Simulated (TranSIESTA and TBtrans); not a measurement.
Run with TranSIESTA and TBtrans (open boundaries, self-consistent; PseudoDojo norm-conserving potentials, scalar-relativistic): PAO.BasisSize DZP, PAO.EnergyShift 0.15 eV, XC.Authors PBE, Mesh.Cutoff 200 Ry, ElectronicTemperature 300 K, TS.Voltage 0.0 eV, TBT.Elecs.Eta 0.001 eV, no spin polarisation.

Device: Pb chain with one bond stretched by 0.3 Å. Leads: straight Pb chain, spacing 2.85 Å. Geometry: as built, not relaxed.

**Question.** Predict: conductance at 300 K (G0 = 2e²/h); mean T from −0.5 to 0.5 eV.

**Answer.** conductance at 300 K (G0 = 2e²/h): 2.87; mean T from −0.5 to 0.5 eV: 2.82. The straight chain is held at its spacing; free chains may zigzag or dimerise. No spin-polarised start was tried, so a magnetic state, if there is one, is missed. Spin-orbit coupling, left out here, matters for the heavy atoms.
